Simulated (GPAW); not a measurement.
Input and output of a self-consistent single point for Rb₃Bi (Fm-3m, 4 atoms in the cell) (GPAW).

Level of theory: LDA (Perdew-Wang 92), GPAW PAW datasets LDA (gpaw-data 1.0.1) (plane waves; GPAW).

The change in words: lattice scaled by 0.98. Reference geometry:
```yaml
crystal:
  lattice:
    - [0.00000, 4.42135, 4.42135]
    - [4.42135, 0.00000, 4.42135]
    - [4.42135, 4.42135, 0.00000]
  atoms:
    - { symbol: Rb, position: [0.75000, 0.75000, 0.75000] }
    - { symbol: Rb, position: [0.25000, 0.25000, 0.25000] }
    - { symbol: Rb, position: [0.50000, 0.50000, 0.50000] }
    - { symbol: Bi, position: [0.00000, 0.00000, 0.00000] }
```

Reference input (self-consistent single point, DFT LDA (Perdew-Wang 92), plane waves, GPAW PAW datasets LDA (gpaw-data 1.0.1)): mode = pw; ecut = 600 eV; xc = LDA; kpts = 9 9 9; mesh shift (steps) = 0 0 0; occupations.name = fermi-dirac; occupations.width = 0.1 eV; nbands = -10; symmetry.symmorphic = false; symmetry.tolerance = 0.0005; maxiter = 100. This run's input differs from it in these lines:

```diff
@@ -5,5 +5,5 @@
 atoms = Atoms(['Rb', 'Rb', 'Rb', 'Bi'],
-              cell=[[0.000000, 4.421349, 4.421349],
-                    [4.421349, 0.000000, 4.421349],
-                    [4.421349, 4.421349, 0.000000]],
+              cell=[[0.000000, 4.332922, 4.332922],
+                    [4.332922, 0.000000, 4.332922],
+                    [4.332922, 4.332922, 0.000000]],
               scaled_positions=[[0.750000, 0.750000, 0.750000],
```

Output (repeated stretches shortened):

```
     iter     time        total  log10-change:
                         energy   eigst   dens
iter:   1 --:--:--   -11.531680
iter:   2 --:--:--   -11.239835   -2.00  -1.21
iter:   3 --:--:--   -10.203437   -2.03  -1.25
iter:   4 --:--:--   -10.165714   -3.24  -1.58
iter:   5 --:--:--   -10.151358   -2.59  -1.68
iter:   6 --:--:--   -10.139733   -3.91  -2.34
iter:   7 --:--:--   -10.134718c  -3.66  -2.44
iter:   8 --:--:--   -10.134605c  -4.37  -2.70
iter:   9 --:--:--   -10.134796c  -5.42  -3.07
iter:  10 --:--:--   -10.134726c  -4.76  -3.18
iter:  11 --:--:--   -10.134844c  -4.82  -3.44
iter:  12 --:--:--   -10.134829c  -5.55  -3.54
iter:  13 --:--:--   -10.134824c  -6.44  -3.54
iter:  14 --:--:--   -10.134827c  -6.90  -3.53
iter:  15 --:--:--   -10.134797c  -6.25  -3.55
iter:  16 --:--:--   -10.134801c  -7.03  -4.21c
iter:  17 --:--:--   -10.134800c  -8.22c -4.64c
Converged after 17 iterations.

Dipole moment: (-0.000000, -0.000000, -0.000000) |e|*Ang

Energy contributions relative to reference atoms: (reference = -827558.617806)

Kinetic:        +17.920497
Potential:      -12.600298
External:        +0.000000
XC:             -14.008336
Entropy (-ST):   -0.004002
Local:           -1.444662
SIC:             +0.000000
--------------------------
Free energy:    -10.136801
Extrapolated:   -10.134800

Showing only first 2 kpts
 Kpt  Band  Eigenvalues  Occupancy
  0    19      3.48080    1.99832
  0    20      3.48080    1.99832
  0    21      3.88545    1.90817
  0    22      5.77020    0.00000

  1    19      3.51142    1.99772
  1    20      3.51142    1.99772
  1    21      4.53783    0.05920
  1    22      5.85826    0.00000

Fermi level: 4.18885

No gap
No difference between direct/indirect transitions
Energy (eV): -10.1348

Forces in eV/Ang:
  0 Rb    0.00000    0.00000   -0.00000
  1 Rb   -0.00000   -0.00000    0.00000
  2 Rb    0.00000    0.00000    0.00000
  3 Bi   -0.00000    0.00000    0.00000

Stress tensor:
    -0.000388     0.000000     0.000000
     0.000000    -0.000388     0.000000
     0.000000     0.000000    -0.000388
Stress (GPa, Voigt): [-0.0622 -0.0622 -0.0622  0.      0.      0.    ]
```

The run converged in 17 iterations. GPAW prints stress with tension positive. Against the reference run the free energy falls by 4.6 meV/atom and the pressure goes from -0.67 to 0.06 GPa.

The starting cell comes from a database of computed structures (which also holds hypothetical and non-ambient phases and stackings), without a prior relaxation at this level. Its lattice was rescaled by a random factor within 2.5 % of one. For this run, on top of that: lattice scaled by 0.98.

Cost on one core of a shared machine: roughly 2 min.
